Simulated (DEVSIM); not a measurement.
Structure: illuminated In0.53Ga0.47As p-on-n cell, one wavelength, at 300 K.

```csv
layer (left to right),material,thickness (μm),Nd (cm⁻³),Na (cm⁻³),τn (s),τp (s),absorption coefficient (cm⁻¹)
1,In0.53Ga0.47As,0.0730,-,5.5e17,2.1e-11,1.8e-11,34000
2,In0.53Ga0.47As,0.660,4.2e16,-,6.5e-10,6.5e-10,34000
```

Left contact: ohmic, minority electron recombination velocity 5000 cm/s. Right contact: ohmic, minority hole recombination velocity 2000 cm/s. Voltage is applied to the left contact. Recombination: SRH at mid-gap, radiative, Auger. Light enters at the left, 3.3e17 photons cm⁻² s⁻¹, one pass, no reflection. Mobility is constant in doping.

Constants are typed, rounded textbook-type inputs, not results; the design itself was drawn at random and stands for no fabricated device. Values at 300 K.

```csv
parameter,In0.53Ga0.47As
gap (eV),0.74
affinity (eV),4.51
permittivity,13.9
Nc (cm⁻³),2.1e17
Nv (cm⁻³),7.7e18
μn (cm²/Vs),12000
μp (cm²/Vs),300
B (cm³/s),9.6e-11
Cn (cm⁶/s),5e-29
Cp (cm⁶/s),5e-29
```

Model (solved in DEVSIM): 1D drift-diffusion, Boltzmann statistics, complete ionisation; no tunnelling, impact ionisation, image-force lowering or self-heating.

Tabulate band edges, carrier densities and field at zero bias, in the dark.

Energies count from the Fermi level of the right contact; mesh points crowd at the junctions.

```csv
x (μm),Ec (eV),Ev (eV),n (cm⁻³),p (cm⁻³),field (V/cm)
0.000,0.672,-0.068,1100000,5.5e17,≈ 0
0.009487,0.672,-0.068,1100000,5.5e17,≈ 0
0.02016,0.672,-0.068,1100000,5.5e17,-26
0.03075,0.672,-0.068,1100000,5.5e17,-150
0.04633,0.671,-0.069,1100000,5.2e17,-2000
0.05772,0.664,-0.076,1500000,4.1e17,-12000
0.06785,0.637,-0.103,4200000,1.4e17,-47000
0.07840,0.564,-0.176,7.1e7,8.4e15,-74000
0.09111,0.474,-0.266,2.2e9,2.7e14,-67000
0.1090,0.364,-0.376,1.6e11,3.7e12,-57000
0.1340,0.238,-0.502,2.1e13,2.9e10,-43000
0.1789,0.099,-0.641,4.6e15,1.3e8,-19000
0.2323,0.048,-0.692,3.2e16,1.9e7,-3000
0.3073,0.042,-0.698,4.2e16,1.4e7,-110
0.4411,0.042,-0.698,4.2e16,1.4e7,≈ 0
0.5241,0.042,-0.698,4.2e16,1.4e7,≈ 0
0.5918,0.042,-0.698,4.2e16,1.4e7,≈ 0
0.6400,0.042,-0.698,4.2e16,1.4e7,≈ 0
0.6834,0.042,-0.698,4.2e16,1.4e7,≈ 0
0.7052,0.042,-0.698,4.2e16,1.4e7,≈ 0
0.7192,0.042,-0.698,4.2e16,1.4e7,≈ 0
0.7330,0.042,-0.698,4.2e16,1.4e7,≈ 0
```
